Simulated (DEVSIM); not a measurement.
Device: abrupt InP p-n junction, at 300 K.

| layer (left to right) | material | thickness (μm) | Nd (cm⁻³) | Na (cm⁻³) | τn (s) | τp (s) |
|---|---|---|---|---|---|---|
| 1 | InP | 1.30 | - | 8.8e16 | 1.2e-9 | 1.2e-9 |
| 2 | InP | 130 | 5.9e16 | - | 1.2e-9 | 1.2e-9 |

Left contact: ohmic. Right contact: ohmic. Voltage is applied to the left contact. Recombination: SRH at mid-gap. Mobility is constant in doping.

This is a model device: material constants are rounded textbook-type values typed into the input, and sizes, dopings and lifetimes were drawn at random. Values at 300 K.

| parameter | InP |
|---|---|
| gap (eV) | 1.344 |
| affinity (eV) | 4.38 |
| permittivity | 12.5 |
| Nc (cm⁻³) | 5.7e17 |
| Nv (cm⁻³) | 1.1e19 |
| μn (cm²/Vs) | 5200 |
| μp (cm²/Vs) | 170 |

Simulated with DEVSIM: 1D drift-diffusion, Boltzmann statistics, complete ionisation; no tunnelling, impact ionisation, image-force lowering or self-heating.

The doping Na of layer 1 was swept, all else fixed.

```tsv
doping Na of layer 1 (cm^-3)	largest field in the device at zero bias (V/cm)	potential step across the device at zero bias (V)	dark forward voltage at 100 A/cm² (V)	dark forward voltage at 1 A/cm² (V)
2.6e15	28000	1.069	0.981	0.822
8.8e15	48000	1.101	1.010	0.857
2.6e16	75000	1.129	1.038	0.886
8.8e16	110000	1.161	1.068	0.917
2.6e17	130000	1.189	1.091	0.940
8.8e17	140000	1.220	1.113	0.959
2.6e18	150000	1.248	1.127	0.968
```

From the first row to the last the largest field in the device at zero bias goes from 28000 to 150000. From the first row to the last the potential step across the device at zero bias goes from 1.069 to 1.248.
